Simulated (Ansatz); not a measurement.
Several settings converged on ScSi (Cm, 4 atoms in the cell)

```
CELL_PARAMETERS angstrom
      1.98697    -4.92872     0.00000
      1.98697     4.92872     0.00000
      0.00000     0.00000     3.64911
ATOMIC_POSITIONS crystal
  Sc 0.13921 0.86079 0.26370
  Sc 0.86079 0.13921 0.75000
  Si 0.41944 0.58056 0.25000
  Si 0.58056 0.41944 0.75000
```

Base method: LDA (PW92), default PAW files made with PBE (plane waves; Ansatz, a program for electronic structure).

Base settings: basis.ecutwfc = 420 eV; kpoints.mp_grid.grid = 9 9 9; hamiltonian.xc = lda; hamiltonian.pseudopotentials = {kind: paw} (the program's default PAW files); scf.occupations.method = fermi_dirac; scf.occupations.width = 0.1 eV.

The count of work is k-points × plane waves × bands × iterations; it is no time. Core times come from one kind of shared machine, to one figure; runs under 30 s give none.

**The k-point mesh**

The second cell is the first with its lattice scaled by 0.98.

Only quantities that move along the ladder and can be compared are tabulated.

| kpoints.mp_grid.grid | free energy less the last step's (meV/atom) | energy of the compressed cell less the first (meV/atom) | pressure (GPa) | largest difference of a force vector from the last step's (eV/Å) | count of work / last | core time / last (rough) |
|---|---|---|---|---|---|---|
| 2 2 2 | 17.63 | -10.15 | -4.70 | 0.633 | 0.0081 | – |
| 4 4 4 | -2.50 | -5.84 | -4.11 | 0.104 | 0.032 | – |
| 6 6 6 | 2.20 | -5.48 | -4.04 | 0.021 | 0.091 | – |
| 8 8 8 | -0.32 | -5.88 | -4.10 | 0.006 | 0.20 | – |
| 9 9 9 | -0.47 | -5.87 | -4.10 | 0.007 | 0.28 | – |
| 11 11 11 | -0.10 | -5.75 | -4.08 | 0.006 | 0.49 | 0.5 |
| 13 13 13 | 0.06 | -5.75 | -4.08 | 0.002 | 0.80 | 0.8 |
| 14 14 14 | 0.00 | -5.77 | -4.08 | 0.000 | 1.0 | 1 |

Coarsest kpoints.mp_grid.grid that holds the forces within 0.005 eV/Å of the last step, with all finer ones: 13 13 13; the step before is off by 0.006 eV/Å.

Coarsest kpoints.mp_grid.grid that holds the energy of the compressed cell less the first within 1 meV/atom of the last step, with all finer ones: 4 4 4, at 0.032 of the last step's count of work; the step before is off by 4.4 meV/atom.

Coarsest kpoints.mp_grid.grid that holds the free energy within 1 meV/atom of the last step, with all finer ones: 8 8 8, at 0.20 of the last step's count of work; the step before is off by 2.2 meV/atom.

The energy difference between the two cells stays within 1 meV/atom of the last step's from 4 4 4 on, the total only from 8 8 8 on: much of the error is common to both cells and cancels.

**The k-point mesh at a smearing width of 0.05 eV**

In this ladder: scf.occupations.width = 0.05 eV.

The second cell is the first with its lattice scaled by 0.98.

Only quantities that move along the ladder and can be compared are tabulated.

```csv
kpoints.mp_grid.grid,free energy less the last step's (meV/atom),energy of the compressed cell less the first (meV/atom),pressure (GPa),largest difference of a force vector from the last step's (eV/Å),count of work / last,core time / last (rough)
3 3 3,8.07,-6.77,-4.24,0.191,0.0062,–
4 4 4,-4.38,-6.06,-4.14,0.111,0.017,–
5 5 5,1.37,-5.77,-4.10,0.029,0.028,–
6 6 6,4.17,-5.69,-4.07,0.032,0.049,–
7 7 7,1.90,-5.92,-4.11,0.013,0.072,–
10 10 10,-0.66,-6.16,-4.15,0.008,0.20,0.2
14 14 15,0.04,-6.12,-4.14,0.005,0.57,0.6
17 17 18,0.00,-6.08,-4.13,0.000,1.0,1
```

Coarsest kpoints.mp_grid.grid that holds the pressure within 0.05 GPa of the last step, with all finer ones: 7 7 7, at 0.072 of the last step's count of work; the step before is off by 0.06 GPa.

Coarsest kpoints.mp_grid.grid that holds the forces within 0.02 eV/Å of the last step, with all finer ones: 7 7 7, at 0.072 of the last step's count of work; the step before is off by 0.032 eV/Å.

Coarsest kpoints.mp_grid.grid that holds the free energy within 1 meV/atom of the last step, with all finer ones: 10 10 10, at 0.20 of the last step's count of work and about 0.2 of the last step's time; the step before is off by 1.9 meV/atom.

The energy difference between the two cells stays within 1 meV/atom of the last step's from 3 3 3 on, the total only from 10 10 10 on: much of the error is common to both cells and cancels.

**The width of Gaussian smearing**

In this ladder: kpoints.mp_grid.grid = 15 15 15; scf.occupations.method = gaussian.

Narrow widths need finer meshes than wide ones, so the last steps can hold mesh noise.

Only quantities that move along the ladder and can be compared are tabulated; pressure and forces are left out, as mesh noise rules them at narrow widths.

| scf.occupations.width | free energy less the last step's (meV/atom) | energy extrapolated to zero width less the last step's (meV/atom) | core time / last (rough) |
|---|---|---|---|
| 1 eV | -134.78 | -0.89 | 1 |
| 0.5 eV | -32.76 | 0.11 | 1.0 |
| 0.3 eV | -10.90 | -0.04 | 1 |
| 0.1 eV | 0.00 | 0.00 | 1 |

Widest scf.occupations.width that holds the free energy within 5 meV/atom: not settled: the last two steps still differ by 11 meV/atom, over half the tolerance, so the ladder does not show it.

Widest scf.occupations.width that holds the energy extrapolated to zero width within 0.5 meV/atom of the last step, with all finer ones: 0.5 eV; the step before is off by 0.89 meV/atom.

The extrapolation to zero width removes most of the smearing's effect on the energy.

On the base run: the starting cell comes from a database of computed structures (which also holds hypothetical and non-ambient phases and stackings), without a prior relaxation at this level. Its lattice was rescaled by up to half a per cent. One atom was moved a little off its site on purpose. In the base run, with a pressure of about -4 GPa the cell is away from its equilibrium volume at this level. Ansatz's pressure includes its estimate of the finite-basis (Pulay) stress.

Left out of this page: 2 runs of the series outside the window shown, repeating another row's setting, or not comparable.

Keys are those of Ansatz 0.2.
